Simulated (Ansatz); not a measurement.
# P in the black-P type structure (space group Cmce, No. 64; layered, stacked along the Cartesian y axis)

```
CELL_PARAMETERS angstrom
      1.65108    -5.34538     0.00000
      1.65108     5.34538     0.00000
      0.00000     0.00000     4.46666
ATOMIC_POSITIONS crystal
  P  0.40092 0.59908 0.58510
  P  0.59908 0.40092 0.41490
  P  0.90092 0.09908 0.91490
  P  0.09908 0.90092 0.08510
```

All numbers come from r2SCAN+rVV10 (Ansatz, a quantum-chemistry and plane-wave program), without spin-orbit coupling. Γ-centred 10×10×8 mesh, Fermi–Dirac width 0.05 eV.

- Volume per atom = 19.71 Å³
- Density = 2.61 g/cm³
- Band gap = zero
- Total energy = -758.668 eV/atom (σ→0; compares only within this code and set-up)

Whether these cells are dynamically stable was not tested. Gaps under 0.05 eV, about the width of the smearing, are given as zero. The zero or small gap of P can change with the level of theory.
